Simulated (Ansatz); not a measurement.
Results of LDA (Ansatz, a quantum-chemistry and plane-wave program, plane waves, PAW) for rock-salt AlN (model structure) (like a known high-pressure phase).

Settings: plane-wave cutoff 500 eV, 16×16×16 k mesh, Fermi–Dirac smearing 0.05 eV, scalar-relativistic PAW data made under PBE.

Cell (relaxed at this level):

```xyz
2
Lattice="0.0000 2.0055 2.0055 2.0055 0.0000 2.0055 2.0055 2.0055 0.0000" Properties=species:S:1:pos:R:3 pbc="T T T"
Al     0.0000     0.0000     0.0000
N      2.0055     2.0055     2.0055
```

Question: Give the computed band gap.

Answer: 
- band gap: 4.71 eV (on the SCF k mesh)

The computed numbers hold no vibrational or temperature effects.

Computing time: very roughly 6 core-seconds.

A model structure was made by putting elements into a prototype or built by hand; it is no filed structure, need not be a known phase, and can be a saddle point held by its symmetry.
